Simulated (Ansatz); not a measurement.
## HfO2, response to strain and stress

The parent structure is HfO$_{2}$ in the fluorite structure (space group Fm-3m, No. 225; a = 5.059 Å). Axes: x, y, z lie along the cube axes.

Strains are applied to the cell and any free atomic positions relax; under biaxial strain the out-of-plane vector relaxes too; under stress the whole cell relaxes.

All numbers come from r2SCAN (Ansatz, a first-principles code, PAW, spin-orbit coupling left out), earlier PAW set.

Candidates:
(a) uniaxial stress, 1 GPa compression along x
(b) uniaxial strain ε_yy = +1.30 %
(c) biaxial strain −4.67 %, plane normal [001], relaxed out of plane
(d) uniaxial strain ε_zz = −2.46 %

For the base:

```
Quantity    Value
--------  -------
Band gap  4.30 eV
```

Q: Order them by band gap, lowest first.

A: (c) biaxial strain −4.67 %, plane normal [001], relaxed out of plane (3.65 eV), (d) uniaxial strain ε_zz = −2.46 % (4.15 eV), (b) uniaxial strain ε_yy = +1.30 % (4.21 eV), (a) uniaxial stress, 1 GPa compression along x (4.29 eV)

With Hf present, leaving out spin-orbit coupling can change the band edges. Beyond what the load breaks, stability against distortions was not tested. This is not the structure that HfO2 has at room temperature and ambient pressure.
